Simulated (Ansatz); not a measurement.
## ScB2: response to strain

Base system: ScB2 (space group P6/mmm, No. 191; a = 3.125 Å, c = 3.487 Å; relaxed with 0.1 eV smearing). Axes: x lies along a and z along c of the hexagonal cell.

Strains are applied to the cell and any free atomic positions relax; under biaxial strain the out-of-plane vector relaxes too; under stress the whole cell relaxes.

Computed with PBEsol (Ansatz, a first-principles code; PAW; 420 eV plane waves; without spin-orbit coupling).

Notes on the quantities. energy relative to the base: free energy F; pressure: mean of the normal stresses, compression positive.

| change | volume per atom | energy relative to the base | pressure |
|---|---|---|---|
| base | 9.83 Å³ | 0 meV/atom | 0.0 GPa |
| biaxial strain −2.32 %, plane normal [001], relaxed out of plane | 9.47 Å³ | – | 9.0 GPa |
| isotropic strain −2.06 % | 9.24 Å³ | +25 meV/atom | 14.1 GPa |
| isotropic strain −1.82 % | 9.30 Å³ | +19 meV/atom | 12.3 GPa |
| uniaxial strain ε_xx = −3.40 % | 9.50 Å³ | +19 meV/atom | 8.0 GPa |
| uniaxial strain ε_yy = +2.43 % | 10.07 Å³ | [?] | [?] |
| uniaxial stress, 2 GPa compression along x | 9.80 Å³ | +0.2 meV/atom | – |

Problem. Some entries are withheld; estimate them.

Solution. 
- uniaxial strain ε_yy = +2.43 %, energy relative to the base: +8.9 meV/atom
- uniaxial strain ε_yy = +2.43 %, pressure: -4.8 GPa

Stability under load was not tested beyond the relaxation. All final runs are without spin polarisation. An odd electron count without spin: ScB2.
